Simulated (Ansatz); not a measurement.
```xyz
5
Lattice="4.5137 0.0178 0.0381 -2.2414 3.9598 -0.0070 0.0605 0.0221 7.1948" Properties=species:S:1:pos:R:3 pbc="T T T"
Sb     0.0347     2.6642     1.6477
Sb     2.2982     1.3356     5.5783
Mg     0.0000     0.0000     0.0000
Mg     0.0426     2.6695     4.5667
Mg     2.2902     1.3303     2.6592
```

No spin polarisation.

The values are results of DFT with r2SCAN, PAW potentials and a 500 eV plane-wave cutoff in Ansatz (a quantum-chemistry and plane-wave program), no spin-orbit coupling, earlier PAW set, not measurements. Settings: 12×12×7 k-points, 0.05 eV Fermi–Dirac smearing.

Question: Predict the stress, band gap and gap character.

Answer: The stress (xx, yy, zz, yz, xz, xy; compression positive) is (1.04, 0.48, 0.90, 0.00, -0.36, -0.27) GPa and the band gap is 0.58 eV. The gap character is indirect, Γ → k = (0.417, -0.417, 0.286) in the run's primitive reciprocal basis.

With Sb present, leaving out spin-orbit coupling can change the band edges. The cells carry an imposed strain or load. Stability against distortions was not tested. The cell was made from Mg3Sb2 (space group P-3m1, No. 164) by this change: strain tensor (xx, yy, zz, yz, xz, xy) = (−1.20, +0.31, −0.76, +0.31, +0.84, +0.39) %.
